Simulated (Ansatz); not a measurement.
The starting structures come from a database of crystals and need not be the phases stable at ambient conditions.

By PBEsol, the system below comes out a metal.

The ballistic (Sharvin) conductance counts the channels at the Fermi level: G/A = (e²/h) × channels of both spins per area.

Given:

```xyz
2
Lattice="2.7856 0.0000 0.0000 0.0000 4.5171 0.0000 1.3928 0.0000 2.3651" Properties=species:S:1:pos:R:3 pbc="T T T"
Rh     2.7856     1.1293     1.5767
Rh     1.3928     3.3878     0.7884
```

Space group of this cell: Cmcm. The cell is strained (lengths across the current scaled by 1.02, ions clamped); by PBEsol its mean pressure is -21.4 GPa.

The current flows along the normal of the first two printed cell vectors. No spin-orbit coupling; the value is a mean over 0.1 eV about the Fermi level.

Compute, with PBEsol run with Ansatz (a quantum-chemistry and plane-wave program), the ballistic conductance per area.

1.6 × 10¹⁵ S/m² for both spins.
